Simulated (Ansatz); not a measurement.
The reference is MoSi2 (space group I4/mmm, No. 139; a = 3.217 Å, c = 7.873 Å).

(Cell as relaxed with PBE.)

Levels (all Ansatz, a quantum-chemistry and plane-wave program, PAW, earlier PAW set): PBE (420 eV, no spin-orbit coupling); r2SCAN (500 eV, spin-orbit coupling left out).

Each level relaxes its own structure.

```csv
base,PBE,r2SCAN
volume per atom,13.58 Å³,13.36 Å³
lattice parameter a,3.217 Å,3.202 Å
band gap,zero,zero
```

Modification: cell and atoms relaxed at a pressure of 1.5 GPa.

```
quantity              PBE  r2SCAN
---------------  --------  ------
c/a ratio           2.449     [?]
volume per atom  13.48 Å³     [?]
```

**Question.** What does r2SCAN give?

**Answer.** 
- c/a ratio, r2SCAN: 2.443
- volume per atom, r2SCAN: 13.27 Å³

PBE's c/a ratio lies 0.0053 above r2SCAN's; PBE's volume per atom lies 0.21 Å³ above r2SCAN's (1.6 %). Neither level is exact; r2SCAN is the comparison here, not a measurement.

A case with no gap was solved on a k-mesh chosen for an insulator, which is coarse for it. Load acts through the strain it causes; cell and atoms are relaxed under it. Stability against distortions was not tested. All final runs are without spin polarisation.
